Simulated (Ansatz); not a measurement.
SiGe (P6₃mc, No. 186, 4 atoms in the cell; start mp-978534), treated with G0W0@PBEsol (hard PAW, contour deformation, complete-basis limit; Ansatz, a program for electronic structure).

Run with largest k mesh 9×9×4 (not extrapolated in the mesh).

Cell (relaxed with PBEsol):

```xyz
4
Lattice="3.9063 0.0000 0.0000 -1.9532 3.3830 0.0000 0.0000 0.0000 6.4283" Properties=species:S:1:pos:R:3 pbc="T T T"
Si     1.9532     1.1277     5.6246
Si     0.0000     2.2553     2.4105
Ge     1.9532     1.1277     3.2143
Ge     0.0000     2.2553     0.0002
```

**Question.** Predict the band gap.

**Answer.** 
- band gap: 0.93 eV (indirect)

Note: filled d or f shells below the valence bands can shift G0W0 gaps through exchange with them, which wasn't tested here; the gap holds a correction of +0.12 eV to the complete basis, taken at k points off the band edges; the gap is lowered by 0.03 eV for band edges off the mesh, as the parent functional finds them.

Spin–orbit coupling is not included.

The computed numbers hold no vibrational or temperature effects.

A start named mp-… is a Materials Project structure, which need not be a measured phase.
